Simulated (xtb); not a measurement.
xtb 6.7.1, GFN2-xTB: Ti(F)3(acac) (CC1=CC(C)=[O]->[Ti]([F])([F])([F])[O]1), 18 atoms. The geometry is a generated start, not checked to be a minimum at this level.

- run flags = --grad
- method = GFN2-xTB
- --acc = 1 (default)
- --etemp (K) = 300 (default)
- basis functions = 57
- valence electrons = 64

```xyz
18

Ti    -0.0118     2.2147     0.7318
F      1.6418     2.6617     0.9420
F     -1.1400     2.3163     2.0319
F     -0.5070     3.6698    -0.0495
C     -0.9851    -0.2411    -2.5290
C     -0.4633     0.0505    -1.1504
C      0.0062    -0.9702    -0.3350
C      0.4795    -0.6831     0.9608
C      0.9830    -1.7929     1.8398
O      0.4950     0.4923     1.4171
O     -0.4853     1.2793    -0.7797
H     -0.9307    -1.2982    -2.7671
H     -2.0179     0.1015    -2.5955
H     -0.4085     0.3328    -3.2540
H      0.0052    -1.9861    -0.6925
H      0.3986    -1.8079     2.7587
H      0.9264    -2.7595     1.3508
H      2.0137    -1.5798     2.1198
```

Charge 0 and multiplicity 1 are set for this test and not shown to be the ground state.

One run each on 1 thread. Values of broydamp tried: 0.02, 0.05, 0.1, 0.2, 0.4 (default), 0.6, 0.8, 1.

### Question
Which value of broydamp needs the fewest SCC iterations, and what happens away from it?

### Answer
Fewest SCC iterations, within one of each other: 0.2 with 13, 0.4 (default) with 12, 0.6 with 12, 0.8 with 13. The count rises to 20 at 0.02. All converge to one solution.

```csv
broydamp,SCC iterations,end
0.02,20,same solution
0.05,18,same solution
0.1,15,same solution
0.2,13,same solution
0.4 (default),12,same solution
0.6,12,same solution
0.8,13,same solution
1,14,same solution
```
